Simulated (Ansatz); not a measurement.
Reference: MgV2O6 (C2/m), PBEsol, rigid bands (plane waves, PAW, scalar-relativistic; Ansatz, a quantum-chemistry and plane-wave program); axes and stresses refer to this cell.

```xyz
9
Lattice="4.9303 -1.7328 0.3516 4.9303 1.7328 0.3516 -1.4891 0.0000 6.8329" Properties=species:S:1:pos:R:3 pbc="T T T"
Mg    -0.7446     0.0000     3.4165
V      6.1299     0.0000     6.0573
V      2.2414     0.0000     1.4789
O      0.8561     0.0000     6.2636
O      7.5152     0.0000     1.2726
O      0.6966     0.0000     1.9927
O      7.6748     0.0000     5.5436
O      5.1245     0.0000     4.7118
O      3.2469     0.0000     2.8244
```

The hole conductivity mass is 4.1 mₑ, the hole mass along x is 4.0 mₑ and the band gap is 2.55 eV.

Question: Change: functional r2SCAN on the same cell. What happens to hole conductivity mass, hole mass along x, band gap?

Answer: hole conductivity mass moves little, to 4.1 mₑ; hole mass along x moves little, to 3.9 mₑ; band gap increases to 2.89 eV.

Masses are for dilute carriers at 300 K, harmonic means over directions unless an axis is named. Spin-orbit coupling is left out unless a row names it. 

Formula and space group known from diffraction (Crystallography Open Database), not checked to be the room-temperature form: MgV2O6 (C2/m). Treated as nonmagnetic, magnetic states not searched for: MgV2O6 (C2/m).
